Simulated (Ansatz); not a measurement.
System: interstitial La in monoclinic HfO2 (charge state +3). Method: PBE, PAW (plane waves to 420 eV; Ansatz, a first-principles code).

Settings: 96 host sites, the relaxed PBE lattice, the Γ point alone, smearing 0.01 eV, spin-restricted, no image-charge correction. No zero-point or tunnelling terms. Spin-orbit coupling is left out. The charge state is imposed; whether it is stable for some Fermi level was not computed. Sites that were not tried may lie lower.

Barriers: single points on a 2×2×2 k-point mesh shifted by half a step at the bands' geometries.

The step: one La atom jumps by itself; the atom moves 1.22 Å along (0.22, -0.06, 0.11) of the unit cell; the moving atom starts with neighbours Hf at 2.72; O at 2.19, O at 2.21, O at 2.29, 2 O at 2.32, O at 2.61, O at 2.70 Å and ends with Hf at 2.72; O at 2.19, O at 2.21, O at 2.29, 2 O at 2.32, O at 2.61, O at 2.70 Å.

**Question.** Predict the migration barrier of this step from PBE, PAW.

**Answer.** 9.9 kcal/mol, the same both ways. At the saddle the moving atom has neighbours 2 Hf at 2.79; 4 O at 2.23, 2 O at 2.60 Å. The check of the saddle point's order was inconclusive, and it lies on a symmetry element of the cell, where a band can be held.
